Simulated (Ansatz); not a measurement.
Input and output of a relaxation of the atoms for NaMoO2 (R3m, 4 atoms in the cell) (Ansatz, an electronic-structure program).

Computed with LDA (PW92), default PAW files made with PBE (plane waves; Ansatz).

The change in words: one atom moved by 0.15 angstrom; relax: default → atoms; relax.f_tol: default → 0.001 eV/Å. Reference geometry:
```
NaMoO2
1.0
    1.60869     0.92878     5.19322
   -1.60869     0.92878     5.19322
    0.00000    -1.85756     5.19322
Na Mo O
1 1 2
Direct
  0.50000   0.50000   0.50000
  0.00000   0.00000   0.00000
  0.26510   0.26510   0.26510
  0.73490   0.73490   0.73490
```
Moments meant for the start (each program seeds them in its own way; μB, in the order of the atoms Na Mo O O): 0.0 2.0 0.0 0.0.

Reference input (self-consistent single point, DFT, LDA (PW92), plane waves, default PAW files made with PBE): basis.ecutwfc = 420 eV; kpoints.mp_grid.grid = 9 9 9; hamiltonian.xc = lda; hamiltonian.pseudopotentials = {kind: paw} (the program's default PAW files); magnetization.spin_polarized = true; scf.occupations.method = fermi_dirac; scf.occupations.width = 0.05 eV. This run's input differs from it in these lines:

```diff
@@ -6,3 +6,3 @@
   atoms:
-    - { symbol: Na, position: [0.500000, 0.500000, 0.500000] }
+    - { symbol: Na, position: [0.509628, 0.509628, 0.509628] }
     - { symbol: Mo, position: [0.000000, 0.000000, 0.000000], spin: 2.0 }
@@ -21,2 +21,4 @@
   occupations: { method: fermi_dirac, width: 0.05 }
+relax:
+  f_tol: 0.001
 output:
```

Output (repeated stretches shortened):

```
   [... SCF lines of the steps left out ...]
relax step   1: F+E_penalty+E_count = -7420.81178436 eV  Δ(F+E_penalty+E_count) = +0.000e0 eV  max|allowed force component| = 6.608e-1 eV/Å  Δτ_max = 0.0000 Å  (15 SCF iters, dr2 threshold 1.00e-7 eV, accepted)
relax step   2: F+E_penalty+E_count = -7420.86511967 eV  Δ(F+E_penalty+E_count) = -5.334e-2 eV  max|allowed force component| = 2.781e-1 eV/Å  Δτ_max = 0.0602 Å  (8 SCF iters, dr2 threshold 2.73e-5 eV, accepted)
   [... lines left out ...]
relax step   5: F+E_penalty+E_count = -7420.87756132 eV  Δ(F+E_penalty+E_count) = -5.696e-9 eV  max|allowed force component| = 1.435e-2 eV/Å  Δτ_max = 0.0000 Å  (4 SCF iters, accepted)
relax step   6: F+E_penalty+E_count = -7420.87757644 eV  Δ(F+E_penalty+E_count) = -1.513e-5 eV  max|allowed force component| = 1.654e-3 eV/Å  Δτ_max = 0.0013 Å  (7 SCF iters, dr2 threshold 1.29e-8 eV, accepted)
relax step   7: F+E_penalty+E_count = -7420.87757665 eV  Δ(F+E_penalty+E_count) = -2.032e-7 eV  max|allowed force component| = 9.099e-6 eV/Å  Δτ_max = 0.0001 Å  (5 SCF iters, accepted)
the relaxation is at rest under the 6 symmetry operations that the run kept from its start: a minimum is not shown …
the relaxation's final electronic state is not compared with the one that a single-point calculation of its input finds at the relaxed geometry …
Stability not checked: this state was not tested for a lower state beside it, because too few of the mixer's solves of this state at the end of the SCF gave a …
Magnetization: -0.0000 μB (17.5000 up, 17.5000 down)
   [... lines left out ...]
Absolute magnetization: 0.0000 μB (∫|ρ↑−ρ↓|, with the PAW one-centre terms)
Free energy (F): -7420.877577 eV
Fermi energy:    12.095406 eV
   [... lines left out ...]
  atoms:
    - { symbol: Na, position: [0.5024069193968239, 0.5024069193968239, 0.5024069193968239] }
    - { symbol: Mo, position: [0.002407007552767302, 0.002407007552767302, 0.0024070075527673064] }
    - { symbol: O, position: [0.26519763519871414, 0.26519763519871414, 0.2651976351987142] }
    - { symbol: O, position: [0.7396164378516944, 0.7396164378516944, 0.7396164378516944] }
```

The run converged.  The full log also holds: “iter 5 did not close the SCF: its close was put off for a magnetic moment that had not settled (scf_convergence_deferred on its scf_iter line)”. The full log also holds: “iter 6 did not close the SCF: its close was put off for a magnetic moment that had not settled (scf_convergence_deferred on its scf_iter line)”.

Summary of the result:
* **Free energy E − TS (on the zero of these files)**: -7420.8776 eV
* **Fermi level (on the code's own zero)**: 12.10 eV
* **Pressure**: -18.03 GPa
* **Size of the cell's spin moment**: 0.00 μB
* **Relaxation steps**: 7

The starting cell comes from a database of computed structures (which also holds hypothetical and non-ambient phases and stackings), without a prior relaxation at this level. Its lattice was rescaled by up to half a per cent. For this run, on top of that: one atom moved by 0.15 angstrom. The starting moments vanished: the run ended non-magnetic. The program warned that a starting moment was not kept. The relaxation keeps the symmetry of its start, so its end need not be a minimum. Ansatz's pressure includes its estimate of the finite-basis (Pulay) stress. Without the estimate this run gives -18.74 GPa.

Cost on one core of a shared machine: roughly 2 min.

Keys are those of Ansatz 0.2.
